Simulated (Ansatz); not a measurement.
## Convergence study of the k-point mesh for ScF₃ (R3, 4 atoms in the cell)

```
CELL_PARAMETERS angstrom
      2.86541     1.65434     2.33814
     -2.86541     1.65434     2.33814
      0.00000    -3.30869     2.33814
ATOMIC_POSITIONS crystal
  Sc 0.00713 0.00713 0.00713
  F  0.50000 0.00193 0.99807
  F  0.99807 0.50000 0.00193
  F  0.00193 0.99807 0.50000
```

Computed with LDA (PW92), default PAW files made with PBE (plane waves; Ansatz, a program for electronic structure).

Base settings: basis.ecutwfc = 420 eV; kpoints.mp_grid.grid = 6 6 6; hamiltonian.xc = lda; hamiltonian.pseudopotentials = {kind: paw} (the program's default PAW files); scf.occupations.method = fixed.

The second cell is the first with its lattice scaled by 0.98.

Only quantities that move along the ladder and can be compared are tabulated.

The count of work is k-points × plane waves × bands × iterations; it is no time. Core times come from one kind of shared machine, to one figure; runs under 30 s give none.

The starting cell comes from a database of computed structures (which also holds hypothetical and non-ambient phases and stackings), without a prior relaxation at this level. Its lattice was rescaled by up to half a per cent. One atom was moved a little off its site on purpose. In the base run, with a pressure of about -5 GPa the cell is away from its equilibrium volume at this level. Ansatz's pressure includes its estimate of the finite-basis (Pulay) stress.

| kpoints.mp_grid.grid | free energy less the last step's (meV/atom) | energy of the compressed cell less the first (meV/atom) | pressure (GPa) | largest difference of a force vector from the last step's (eV/Å) | gap on the mesh (eV) | count of work / last | core time / last (rough) |
|---|---|---|---|---|---|---|---|
| 2 2 2 | 48.89 | -11.30 | -4.61 | 0.171 | 5.962 | 0.0041 | – |
| 3 3 3 | 3.59 | -16.11 | -5.32 | 0.020 | 6.221 | 0.0061 | – |
| 4 4 4 | 0.45 | -16.34 | -5.38 | 0.003 | 6.088 | 0.014 | – |
| 5 5 5 | 0.00 | -16.26 | -5.38 | 0.000 | 6.146 | 0.023 | – |
| 6 6 6 | -0.05 | -16.22 | -5.38 | 0.000 | 6.089 | 0.041 | – |
| 7 7 7 | 0.04 | -16.43 | -5.39 | 0.000 | 6.119 | 0.061 | – |
| 8 8 8 | 0.00 | -16.30 | -5.38 | 0.000 | 6.089 | 0.092 | – |
| 9 9 9 | 0.02 | -16.41 | -5.38 | 0.000 | 6.107 | 0.13 | – |
| 10 10 10 | 0.01 | -16.36 | -5.38 | 0.000 | 6.089 | 0.18 | – |
| 11 11 11 | 0.00 | -16.33 | -5.38 | 0.000 | 6.101 | 0.23 | – |
| 12 12 12 | 0.02 | -16.35 | -5.38 | 0.000 | 6.089 | 0.30 | – |
| 13 13 13 | 0.01 | -16.36 | -5.38 | 0.000 | 6.098 | 0.38 | 0.4 |
| 14 14 14 | 0.01 | -16.37 | -5.38 | 0.000 | 6.089 | 0.47 | 0.4 |
| 16 16 16 | 0.00 | -16.36 | -5.38 | 0.000 | 6.089 | 0.70 | 0.6 |
| 18 18 18 | 0.00 | -16.36 | -5.38 | 0.000 | 6.089 | 1.0 | 1 |

Coarsest kpoints.mp_grid.grid that holds the forces within 0.005 eV/Å of the last step, with all finer ones: 4 4 4, at 0.014 of the last step's count of work; the step before is off by 0.020 eV/Å.

Coarsest kpoints.mp_grid.grid that holds the pressure within 0.1 GPa of the last step, with all finer ones: 3 3 3, at 0.0061 of the last step's count of work; the step before is off by 0.77 GPa.

Coarsest kpoints.mp_grid.grid that holds the free energy within 5 meV/atom of the last step, with all finer ones: 3 3 3, at 0.0061 of the last step's count of work; the step before is off by 49 meV/atom.

The energy difference between the two cells stays within 1 meV/atom of the last step's from 3 3 3 on, the total only from 4 4 4 on: much of the error is common to both cells and cancels.

The gap on the mesh jumps up and down from mesh to mesh; it is no smooth measure of convergence.

Keys are those of Ansatz 0.2.
